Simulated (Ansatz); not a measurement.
Take MgH₂ in the CdCl2 type structure (space group R-3m, No. 166; a = 3.0012 Å, c = 11.6711 Å (hexagonal axes); a hypothetical phase, not in the database extracts checked) as the base.

Calculations: Ansatz (an electronic-structure program), PBE-D3(BJ), PAW, cutoff 420 eV, no spin-orbit coupling.

Base values:

| Property | Value |
|---|---|
| Lattice parameter a | 3.001 Å |
| c/a ratio | 3.889 |

Perturbation: every Mg is replaced by Cd; the structure is relaxed again.

Tabulated Pauling electronegativity and covalent radius: Mg 1.31, 1.41 Å; Cd 1.69, 1.44 Å.

Question: Predict the new lattice parameter a and c/a ratio.

Answer: The lattice parameter a grows by 0.135 Å to 3.136 Å; the c/a ratio rises by 0.306, from 3.889 to 4.195.

Stability against distortions was not tested. As relaxed here, CdH2 is a hypothetical phase, not in the database extracts checked.
